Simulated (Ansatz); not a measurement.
Take InP in the zinc blende structure (space group F-43m, No. 216) as the base.

```
CELL_PARAMETERS angstrom
      0.00000     2.93912     2.93912
      2.93912     0.00000     2.93912
      2.93912     2.93912     0.00000
ATOMIC_POSITIONS crystal
  P  0.75000 0.75000 0.75000
  In 0.00000 0.00000 0.00000
```

Levels (all Ansatz, a program for electronic structure, PAW): PBEsol (420 eV, scalar-relativistic without spin-orbit coupling); r2SCAN (500 eV, no spin-orbit coupling).

The geometry is relaxed with PBEsol.

```
Property                                    Value
--------------------  ---------------------------
PBEsol electron mass              0.046 mₑ (at Γ)
PBEsol pressure                          0.0 kbar
PBEsol hole mass      0.045, 0.43, 0.43 mₑ (at Γ)
PBEsol gap character                  direct at Γ
```

With r2SCAN at the same geometry, the electron mass becomes 0.079 mₑ (at Γ) (PBEsol: 0.046 mₑ (at Γ)); the pressure goes from zero to 10.3 kbar; the hole mass (degenerate bands, along [100]) goes from 0.045, 0.43, 0.43 mₑ (at Γ) to 0.078, 0.43, 0.43 mₑ (at Γ); the gap character stays direct at Γ.

Single points use the geometry relaxed with PBEsol. Their cutoffs differ, which shifts pressures a little. Masses are band curvatures over ±0.01 Å⁻¹ around the edge. Stability against distortions was not tested.
